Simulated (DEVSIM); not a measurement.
Structure: Ti/SiO2/p-Si capacitor, at 300 K.

| layer (left to right) | material | thickness (nm) | Na (cm⁻³) |
|---|---|---|---|
| 1 | SiO2 | 52.0 | - |
| 2 | Si | 3600 | 2.5e16 |

Metal gate on the left, work function 4.33 eV. Fixed charge at the semiconductor interface -1.5e10 cm⁻² (in units of +e); no interface traps.

Constants are typed, rounded textbook-type inputs, not results; the design itself was drawn at random and stands for no fabricated device. Values at 300 K.

```csv
parameter,SiO2,Si
gap (eV),9,1.124
affinity (eV),0.9,4.05
permittivity,3.9,11.7
Nc (cm⁻³),-,2.86e19
Nv (cm⁻³),-,3.1e19
```

Simulated with DEVSIM: 1D Poisson equation in equilibrium, Boltzmann statistics, complete ionisation; no quantum confinement or tunnelling. Metal contacts follow the ideal Schottky-Mott rule: no Fermi-level pinning, no interface dipoles.

Q: Tabulate band edges, carrier densities and field at 4.4 V on the gate.

A: Energies count from the Fermi level of the right contact; mesh points crowd at the junctions.

```
x (μm)    Ec (eV)  Ev (eV)  n (cm⁻³)  p (cm⁻³)  field (V/cm)
--------  -------  -------  --------  --------  ------------
0.000      -0.970   -9.970     < 1e2     < 1e2        800000
0.001698   -0.834   -9.834     < 1e2     < 1e2        800000
0.005995   -0.491   -9.491     < 1e2     < 1e2        800000
0.01606     0.313   -8.687     < 1e2     < 1e2        800000
0.03942     2.179   -6.821     < 1e2     < 1e2        800000
0.04764     2.835   -6.165     < 1e2     < 1e2        800000
0.05089     3.095   -5.905     < 1e2     < 1e2        800000
0.05277     0.051   -1.073    4.0e18     < 1e2        200000
0.05582     0.094   -1.030    7.5e17       160        110000
0.06328     0.161   -0.963    5.7e16      2100         79000
0.08188     0.297   -0.827    2.9e14    400000         69000
0.1596      0.717   -0.407     2.6e7    4.5e12         39000
0.3223      0.938   -0.186      4900    2.4e16           610
0.7283      0.940   -0.184      4600    2.5e16           ≈ 0
2.280       0.940   -0.184      4600    2.5e16           ≈ 0
3.103       0.940   -0.184      4600    2.5e16           ≈ 0
3.433       0.940   -0.184      4600    2.5e16           ≈ 0
3.568       0.940   -0.184      4600    2.5e16           ≈ 0
3.628       0.940   -0.184      4600    2.5e16           ≈ 0
3.643       0.940   -0.184      4600    2.5e16           ≈ 0
3.649       0.940   -0.184      4600    2.5e16           ≈ 0
3.652       0.940   -0.184      4600    2.5e16           ≈ 0
```
